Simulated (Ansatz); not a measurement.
The parent structure is Cu₃N (space group Pm-3m, No. 221; a = 3.7649 Å). Axes: x, y, z lie along the cube axes.

Method: PBEsol, PAW, 420 eV (Ansatz, a quantum-chemistry and plane-wave program; no spin-orbit coupling).

Strains are applied to the cell and any free atomic positions relax; under biaxial strain the out-of-plane vector relaxes too.

One change was made to it. Results:

The energy increases by 17 meV/atom; the volume per atom falls by 0.49 Å³, from 13.34 Å³ to 12.85 Å³; the pressure (mean of the normal stresses, compression positive) goes from zero to 5.9 GPa.

Which of these changes matches the shifts?
A) biaxial strain −1.80 %, plane normal [001], relaxed out of plane
B) biaxial strain −1.20 %, plane normal [001], relaxed out of plane
C) biaxial strain −0.60 %, plane normal [001], relaxed out of plane
D) biaxial strain −2.40 %, plane normal [001], relaxed out of plane

D, biaxial strain −2.40 %, plane normal [001], relaxed out of plane. For comparison, the energy relative to the base in the other runs: biaxial strain −1.20 %, plane normal [001], relaxed out of plane gives +4.0 meV/atom; biaxial strain −0.60 %, plane normal [001], relaxed out of plane gives +1.0 meV/atom; biaxial strain −1.80 %, plane normal [001], relaxed out of plane gives +9.1 meV/atom.

Whether these cells are dynamically stable was not tested. The final runs are not spin-polarised. Gaps under 0.05 eV, about the width of the smearing, are given as zero.
